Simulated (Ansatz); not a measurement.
**InSb: thickness series**

The parent structure is InSb in the zinc blende structure (space group F-43m, No. 216).

```
CELL_PARAMETERS angstrom
      0.00000     3.25989     3.25989
      3.25989     0.00000     3.25989
      3.25989     3.25989     0.00000
ATOMIC_POSITIONS crystal
  Sb 0.75000 0.75000 0.75000
  In 0.00000 0.00000 0.00000
```

Cartesian axes are those of the cell as printed.

Free-standing slabs (2 atom(s) a layer) normal to [110] with 15 Å of vacuum; in-plane cell held at bulk.

All numbers come from PBEsol in Ansatz (plane waves to 420 eV, PAW, scalar-relativistic without spin-orbit coupling), earlier PAW set.

Notes on the quantities. layer's space group: with vacuum; excess energy per area of both faces: slab less bulk energy over the cell's area: twice a surface energy; uncertain by up to 0.07 J/m².

```json
[
 {"variant": "base", "layer's space group": "–", "shortest interatomic distance": "2.823 Å", "excess energy per area of both faces": "–", "thickness between the outermost nuclei": "–"},
 {"variant": "1 layer", "layer's space group": "Pmm2 (No. 25)", "shortest interatomic distance": "2.666 Å", "excess energy per area of both faces": "–", "thickness between the outermost nuclei": "–"},
 {"variant": "2 layers", "layer's space group": "Pmn2_1 (No. 31)", "shortest interatomic distance": "2.782 Å", "excess energy per area of both faces": "0.75 J/m²", "thickness between the outermost nuclei": "2.95 Å"},
 {"variant": "3 layers", "layer's space group": "Pmm2 (No. 25)", "shortest interatomic distance": "?", "excess energy per area of both faces": "?", "thickness between the outermost nuclei": "5.16 Å"},
 {"variant": "4 layers", "layer's space group": "Pmn2_1 (No. 31)", "shortest interatomic distance": "2.800 Å", "excess energy per area of both faces": "0.86 J/m²", "thickness between the outermost nuclei": "7.55 Å"},
 {"variant": "5 layers", "layer's space group": "Pmm2 (No. 25)", "shortest interatomic distance": "2.793 Å", "excess energy per area of both faces": "0.89 J/m²", "thickness between the outermost nuclei": "9.77 Å"},
 {"variant": "6 layers", "layer's space group": "Pmn2_1 (No. 31)", "shortest interatomic distance": "2.800 Å", "excess energy per area of both faces": "0.9 J/m²", "thickness between the outermost nuclei": "12.13 Å"},
 {"variant": "7 layers", "layer's space group": "Pmm2 (No. 25)", "shortest interatomic distance": "2.795 Å", "excess energy per area of both faces": "0.9 J/m²", "thickness between the outermost nuclei": "14.40 Å"}
]
```

Problem. Complete the table.

Solution. 
- 3 layers, shortest interatomic distance: 2.812 Å
- 3 layers, excess energy per area of both faces: 0.93 J/m²

Slab and bulk use different k-meshes, which limits the precision of the excess energy. No phonon test of stability was made. All final runs are without spin polarisation.

Ansatz is a program for electronic structure.
